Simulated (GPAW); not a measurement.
A self-consistent single point of VN (Fm-3m, 2 atoms in the cell) with GPAW.

Level of theory: PBE, GPAW PAW datasets PBE (gpaw-data 1.0.1) (plane waves; GPAW).

The change in words: lattice scaled by 0.98. Reference geometry:
```yaml
crystal:
  lattice:
    - [0.00000, 2.08515, 2.08515]
    - [2.08515, 0.00000, 2.08515]
    - [2.08515, 2.08515, 0.00000]
  atoms:
    - { symbol: V, position: [0.00000, 0.00000, 0.00000] }
    - { symbol: N, position: [0.50000, 0.50000, 0.50000] }
```

Reference input (self-consistent single point, DFT PBE, plane waves, GPAW PAW datasets PBE (gpaw-data 1.0.1)): mode = pw; ecut = 900 eV; xc = PBE; kpts = 11 11 11; mesh shift (steps) = 0 0 0; occupations.name = methfessel-paxton; occupations.width = 0.2 eV; occupations.order = 0; nbands = -6; convergence.density = 1e-05 e/electron; convergence.energy = 1e-05 eV/electron; symmetry.symmorphic = false. This run's input differs from it in these lines:

```diff
@@ -5,5 +5,5 @@
 atoms = Atoms(['V', 'N'],
-              cell=[[0.000000, 2.085152, 2.085152],
-                    [2.085152, 0.000000, 2.085152],
-                    [2.085152, 2.085152, 0.000000]],
+              cell=[[0.000000, 2.043449, 2.043449],
+                    [2.043449, 0.000000, 2.043449],
+                    [2.043449, 2.043449, 0.000000]],
               scaled_positions=[[0.000000, 0.000000, 0.000000],
```

Log, with long lists cut:

```
     iter     time        total  log10-change:
                         energy   eigst   dens
iter:   1 --:--:--   -20.696832
iter:   2 --:--:--   -20.047839   -0.45  -1.08
iter:   3 --:--:--   -18.755847   -0.67  -1.15
iter:   4 --:--:--   -18.793324   -2.20  -1.61
iter:   5 --:--:--   -18.794003   -2.01  -1.58
iter:   6 --:--:--   -18.798936   -3.26  -2.01
iter:   7 --:--:--   -18.798908   -4.41  -2.78
iter:   8 --:--:--   -18.798809c  -5.07  -3.02
iter:   9 --:--:--   -18.798909c  -5.00  -3.27
iter:  10 --:--:--   -18.798907c  -6.42  -3.68
iter:  11 --:--:--   -18.798846c  -5.43  -3.68
iter:  12 --:--:--   -18.798849c  -6.49  -4.12
iter:  13 --:--:--   -18.798846c  -7.02  -4.77
iter:  14 --:--:--   -18.798849c  -7.29  -4.63
iter:  15 --:--:--   -18.798848c  -8.95c -4.84
iter:  16 --:--:--   -18.798848c  -8.49c -5.10c
Converged after 16 iterations.

Dipole moment: (-0.000000, -0.000000, -0.000000) |e|*Ang

Energy contributions relative to reference atoms: (reference = -27302.217066)

Kinetic:        +10.768361
Potential:      -11.575075
External:        +0.000000
XC:             -18.196177
Entropy (-ST):   -0.034152
Local:           +0.221119
SIC:             +0.000000
--------------------------
Free energy:    -18.815924
Extrapolated:   -18.798848

Showing only first 2 kpts
 Kpt  Band  Eigenvalues  Occupancy
  0     7     10.73559    2.00000
  0     8     11.43603    2.00000
  0     9     11.43603    2.00000
  0    10     11.43603    2.00000

  1     7     10.06054    2.00000
  1     8     11.20784    2.00000
  1     9     12.32027    2.00000
  1    10     12.32028    2.00000

Fermi level: 13.02466

No gap
No difference between direct/indirect transitions
Energy (eV): -18.798848

Forces in eV/Ang:
  0 V     0.00000    0.00000   -0.00000
  1 N     0.00000   -0.00000    0.00000

Stress tensor:
    -0.067822     0.000000     0.000000
     0.000000    -0.067822     0.000000
     0.000000     0.000000    -0.067822
Stress (GPa, Voigt): [-10.8663 -10.8663 -10.8663   0.       0.       0.    ]
```

The run converged in 16 iterations. GPAW prints stress with tension positive. Against the reference run the free energy rises by 3.3 meV/atom.

At such cutoffs GPAW's stress carries a finite-basis (Pulay) error, which enters relaxed cells too; its log prints stress with tension positive.

The starting cell comes from a database of computed structures (which also holds hypothetical and non-ambient phases and stackings), without a prior relaxation at this level. Its lattice was rescaled by a random factor within 2.5 % of one. For this run, on top of that: lattice scaled by 0.98. Spin polarisation is off, so a magnetic state, if there is one, cannot be reached.
